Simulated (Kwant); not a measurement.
System: quantum point contact (saddle potential) in a GaN two-dimensional gas. Effective mass 0.22 mₑ, grid spacing 1.3 nm, hard walls, nominal width 40 nm (31 grid rows, so walls 41.6 nm apart), one parabolic valley, scattering region 120 nm long along x; energies count from the band bottom; Fermi energy 0.0328 eV. Potential (V0 + ½k y²) cos²(πx/L) for |x| < L/2, with V0 swept from 0.03444 to 0 eV, k = 0.00045 eV/nm², L = 44 nm.

The device is made up for the run: typed textbook-type constants, with dimensions and the other settings drawn at random.

Model: effective-mass tight-binding model on a square grid, one spin, coherent transport at 0 K (Kwant). Conductance is in e²/h.

### Question
Compare with the saddle-point formula G = Σ 1/(1 + exp(−2π(E − V0 − ħωy(n + ½))/ħωx)), taking ħωy = ħ√(k/m) and ħωx from the curvature along x of V0 plus half of the mode's confinement energy.

### Answer
ħωy = 12.5 meV; at V0 = 28.0 meV the lowest mode has ħωx = 10.5 meV.

| V0 (meV) | formula | simulation |
|---|---|---|
| 32.4 | 0.036 | 0.036 |
| 28.0 | 0.30 | 0.31 |
| 23.5 | 0.89 | 0.89 |
| 19.0 | 1.04 | 1.04 |
| 14.5 | 1.43 | 1.46 |
| 9.98 | 1.96 | 1.97 |

The formula takes a parabolic saddle in the continuum; the run has the full potential on a grid.
